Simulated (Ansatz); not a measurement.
# zinc-blende BAs (1 1 1) on wurtzite GaN (0 0 1) (film strained to the substrate, started from cuts of the bulks and a machine-learned relaxation; metallic at this level, with no gap by band count)

A periodic stack without vacuum, zinc-blende BAs (1 1 1) on wurtzite GaN (0 0 1) (film strained to the substrate, started from cuts of the bulks and a machine-learned relaxation; metallic at this level, with no gap by band count): substrate slab Ga6N6, film As4B4, surface cells [[0, -1], [1, 0]] and [[-1, 1], [-1, 0]], film strained by -5.4 and -5.4 %, outermost planes N/Ga and As/B as cut, which need not be the usual terminations and can put a slab off its formula.

The start was prepared with a machine-learned potential, and the result is one local minimum, with the in-plane cell held and forces under 0.04 eV/Å; the film can end far from its bulk form.

The numbers are results of PBE (plane waves to 420 eV, PAW; Ansatz, a first-principles code), not measurements. Scalar-relativistic, without spin–orbit coupling; the runs are not spin-polarised; PBE gaps are too small against experiment. Its k-point mesh 8×8×1, Fermi–Dirac width 0.05 eV.

- interface area = 9.0 Å²
- period = 28.11 Å
- gaps between the outermost planes at the two interfaces = 2.38 and 1.43 Å
- B–N contacts across the interfaces within 1.22 times the sum of covalent radii = 1, mean 1.43 Å
- As–Ga contacts across the interfaces within 1.22 times the sum of covalent radii = 1, mean 2.48 Å
- two interfaces = unlike, so that offsets are their mean

```xyz
20
Lattice="3.2185 -0.0002 0.0050 1.6092 2.7856 0.1044 1.9210 1.4967 28.1850" Properties=species:S:1:pos:R:3 pbc="T T T"
Ga     3.1606     2.4807     1.4164
Ga     1.5498     1.4531     4.0254
N      3.1599     2.4067     3.3848
N      1.5521     1.5800     0.6295
Ga     3.1560     2.2833     6.6853
Ga     1.5431     1.2562     9.2709
N      3.1534     2.2090     8.6522
N      1.5477     1.3792     5.9882
Ga     3.1485     2.0853    11.9300
Ga     1.5171     1.0682    14.5345
N      3.1348     2.0162    13.9039
N      1.5400     1.1811    11.2418
As     3.7118     3.3794    17.0052
As     3.4709     1.5654    19.7192
As     5.0886     2.3811    22.5676
As     3.4751     3.2048    25.4304
B      3.4685     3.4524    19.0414
B      3.4806     1.4798    21.7907
B      5.0856     2.3042    24.6393
B      3.4750     3.1288    27.3902
```
